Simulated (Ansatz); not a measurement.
The reference is WS2 in the 2H-MoS2 type structure (space group P6_3/mmc, No. 194; a = 3.1148 Å, c = 11.7731 Å; layered, stacked along the Cartesian z axis).

It is then changed as follows: Mo takes the place of W on all its sites, then cell and atoms are relaxed.

Levels (all Ansatz, a quantum-chemistry and plane-wave program, PAW): PBEsol-D3(BJ) (420 eV, no spin-orbit coupling); r2SCAN (500 eV, no spin-orbit coupling); HSE06 (420 eV, scalar-relativistic without spin-orbit coupling).

At the geometry relaxed with PBEsol-D3(BJ), these levels gave the following band gaps, in shuffled order: (a) 0.52 eV, (b) 1.09 eV, (c) 0.68 eV.

Question: Match each gap to its level.

Answer: (a) PBEsol-D3(BJ); (b) HSE06; (c) r2SCAN.

Single points use the geometry relaxed with PBEsol-D3(BJ). HSE06 gaps are upper bounds (no full band path). Whether these cells are dynamically stable was not tested.
